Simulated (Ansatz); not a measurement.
## CdGeAs2: transverse stress against strain

CdGeAs2 (chalcopyrite, I-42d, 24.206 Å³/atom and stress up to 0.01 GPa in the relaxed cell, c along z) under a strain ε along c (axis z), the other axes held. LDA in Ansatz, a plane-wave DFT program (PAW, default set), 420 eV, 8×8×8 Γ-centred mesh, Fermi-Dirac smearing 0.05 eV; ions are relaxed, or left where forces stay under 0.02 eV/Å, within the symmetry of each cell. Stress is positive for a compressed cell.

Here s stands for strain and y for stress xx.

```
strain (%)  stress xx (GPa)
----------  ---------------
-3.00                     ?
-1.50                  0.83
-0.75                  0.41
0.00                   0.00
0.75                  -0.38
1.50                  -0.75
```

Fit y against s with a straight line, and predict the withheld value at s = -3.00.

Means: s 0, y 0.022. About the means, the sum of products is -2.9625 and the sum of squares of s is 5.6250; the slope is their ratio. Least squares gives y = 0.022 - 0.5267·s. Residuals (row less fit): 0.018, -0.007, -0.022, -0.007, 0.018; standard error 0.020 (degrees of freedom: 3). The slope gives the elastic constant C13 = 52.7 ± 0.9 GPa (± standard error of the fit, which holds the terms cut off). At the withheld row, y = 0.022 - 0.5267 × (-3.00) = 1.602 GPa. The calculation gives 1.76 GPa, 0.158 GPa above the prediction (6.3 % of the range of y in the table). The row lies outside the fitted rows, so this is an extrapolation. From the scatter of the fitted rows alone, a prediction at this place has a standard error of 0.034 GPa, so the miss is 4.6 times that.

A polynomial of degree 2 through the 8 other runs of the series gives 1.75 there, so most of the miss is curvature that the fit leaves out. Rows are the converged runs of the series near zero and its far end; series whose fitted rows scatter by over a few per cent of the range, as at a crossing or softening among them, aren't shown in this form, nor equations of state whose B0' disagrees with the runs' pressures. Most that stay on the fit to the last digits aren't either.
